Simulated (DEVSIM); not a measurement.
Device: abrupt In0.53Ga0.47As n-p junction, at 300 K.

```
layer (left to right)        material  thickness (μm)  Nd (cm⁻³)  Na (cm⁻³)  τn (s)  τp (s)
---------------------  --------------  --------------  ---------  ---------  ------  ------
1                      In0.53Ga0.47As           0.250     3.6e16          -  7.4e-8  7.4e-8
2                      In0.53Ga0.47As           0.860          -     7.3e16  2.2e-9  7.4e-8
```

Left contact: ohmic. Right contact: ohmic. Voltage is applied to the left contact. Recombination: SRH at mid-gap. Mobility is constant in doping.

Constants are typed, rounded textbook-type inputs, not results; the design itself was drawn at random and stands for no fabricated device. Values at 300 K.

```tsv
parameter	In0.53Ga0.47As
gap (eV)	0.74
affinity (eV)	4.51
permittivity	13.9
Nc (cm⁻³)	2.1e17
Nv (cm⁻³)	7.7e18
μn (cm²/Vs)	12000
μp (cm²/Vs)	300
```

Model (solved in DEVSIM): 1D drift-diffusion, Boltzmann statistics, complete ionisation; no tunnelling, impact ionisation, image-force lowering or self-heating.

Question: Give the dark forward current.

Answer: 
```json
[
 {"V (V)": "-0.05", "J (A/cm²)": "-4.4e-5"},
 {"V (V)": "-0.10", "J (A/cm²)": "-0.00033"},
 {"V (V)": "-0.15", "J (A/cm²)": "-0.0022"},
 {"V (V)": "-0.20", "J (A/cm²)": "-0.015"},
 {"V (V)": "-0.25", "J (A/cm²)": "-0.10"},
 {"V (V)": "-0.30", "J (A/cm²)": "-0.68"},
 {"V (V)": "-0.35", "J (A/cm²)": "-4.6"},
 {"V (V)": "-0.40", "J (A/cm²)": "-31"},
 {"V (V)": "-0.45", "J (A/cm²)": "-210"},
 {"V (V)": "-0.50", "J (A/cm²)": "-1300"},
 {"V (V)": "-0.55", "J (A/cm²)": "-6000"}
]
```
